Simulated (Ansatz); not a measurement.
Abridged Ansatz (a program for electronic structure) output:

```
Pseudopotential: Tl, paw, valence charge 13
Pseudopotential: Te, paw, valence charge 16
Crystal: 16 atoms, lattice volume = 490.591 Å³
Basis set: ecut = 420 eV, 9569 PW (Γ), exchange–correlation on 120×120×120 points (8 copies of the dense FFT grid, shifted against one another)
Bands: 129, of which v1, the nominal top of the filled ones, is band 113 counted from 1 (112 counted from 0)
Symmetry: 16 space group operations
k-points: 30 of 216
Functional: x = pbesol(κ = 0.804, μ = 0.12345679012345678), c = pbesol(β = 0.046)
SCF iter   1: F=—  HF=-154369.859510 eV  |F-HF|=—  |Δ(HF+E_count)|=         —  Δρ=4.07e-3  dr2=1.98e-1  ethr=1.77e-3  ⟨swp⟩=6.3  Hψ=15846  notcnv=0  defer=64
SCF iter   2: F=—  HF=-154369.816271 eV  |F-HF|=—  |Δ(HF+E_count)|=   4.32e-2  Δρ=2.45e-3  dr2=8.29e-2  ethr=8.77e-5  ⟨swp⟩=1.6  Hψ=5103  notcnv=0  defer=160
SCF 1 converged in 10 iterations: F = -154369.795141 eV  dr2 = 5.99e-10
SCF converged after 10 iterations
Free energy (F): -154369.795141 eV
Internal energy: -154369.756417 eV  (E = F + TS)
E sigma→0 (E₀):  -154369.775779 eV
Entropy (-TS):   -0.038724 eV (-2.420 meV/atom)
Fermi energy:    9.065113 eV
--- Forces (eV/Å), atoms counted from 1 ---
  atom   1  Tl     0.00006332    -0.00006332    -0.00002345
  atom   2  Tl    -0.00006332     0.00006332     0.00002345
  atom   3  Tl     0.00006332     0.00006332    -0.00002345
  atom   4  Tl    -0.00006332    -0.00006332     0.00002345
  atom   5  Tl    -0.00006332     0.00006332    -0.00002345
  atom   6  Tl     0.00006332    -0.00006332     0.00002345
  atom   7  Tl    -0.00006332    -0.00006332    -0.00002345
  atom   8  Tl     0.00006332     0.00006332     0.00002345
  atom   9  Tl     0.00000000    -0.00000000     0.00000000
  atom  10  Tl     0.00000000    -0.00000000    -0.00000000
  atom  11  Te    -0.00003571     0.00003571    -0.00000000
  atom  12  Te     0.00003571    -0.00003571     0.00000000
  atom  13  Te    -0.00003571    -0.00003571    -0.00000000
  atom  14  Te     0.00003571     0.00003571     0.00000000
  atom  15  Te    -0.00000000     0.00000000     0.00000000
  atom  16  Te    -0.00000000     0.00000000    -0.00000000
--- Stress (GPa, compression-positive) ---
        0.001128      -0.000000       0.000000
       -0.000000       0.001128      -0.000000
        0.000000       0.000000      -0.002187
  P = ⅓ Tr σ = 0.0000 GPa (0.000 kbar)
```

What was computed, and what are the main results?

Tl5Te3, 16 atoms in the cell, with Kohn–Sham DFT with the PBEsol functional, run in Ansatz with PAW and 420 eV plane waves, no spin-orbit coupling. The last SCF converged to F = -154369.795141 eV, or -9648.1122 eV per atom, at a pressure of 0.00 GPa. The total energy compares only with runs of the same code, potentials and settings.

Whether these cells are dynamically stable was not tested. All final runs are without spin polarisation. The cell is Tl5Te3 (space group I4/mcm, No. 140).
